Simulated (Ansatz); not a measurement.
The reference is TiAl₃ (space group I4/mmm, No. 139; relaxed with 0.1 eV smearing).

```yaml
crystal:
  lattice:
    - [-1.91312, 1.91312, 4.27709]
    - [1.91312, -1.91312, 4.27709]
    - [1.91312, 1.91312, -4.27709]
  atoms:
    - { symbol: Al, position: [0.50000, 0.50000, 0.00000] }
    - { symbol: Al, position: [0.75000, 0.25000, 0.50000] }
    - { symbol: Al, position: [0.25000, 0.75000, 0.50000] }
    - { symbol: Ti, position: [0.00000, 0.00000, 0.00000] }
```

Cartesian axes are those of the cell as printed.

Computed with plane-wave PAW DFT at the r2SCAN level (Ansatz, a first-principles code, 500 eV), spin-orbit coupling left out.

It is then changed as follows: a pure shear with ε_yz = ε_zy = 0.0168, atoms relaxed at fixed cell.

**Question.** Predict the stress tensor and what it implies for the stiffness.

**Answer.** Stress of the strained cell less that of the base (GPa, compression positive):
```
    0.0     0.0     0.0
    0.0     0.2    -3.5
    0.0    -3.5     0.2
```

Then −Δσ/γ with γ = 2ε = 0.0336 gives secant stiffness values (nonlinear terms included at this strain): C44 ≈ 105 GPa.

As a check, the harmonic strain energy −½ V₀ Δσ:ε is 5.8 meV/atom; the computed energy rise is 5.8 meV/atom.

Stability against distortions was not tested. All final runs are without spin polarisation.
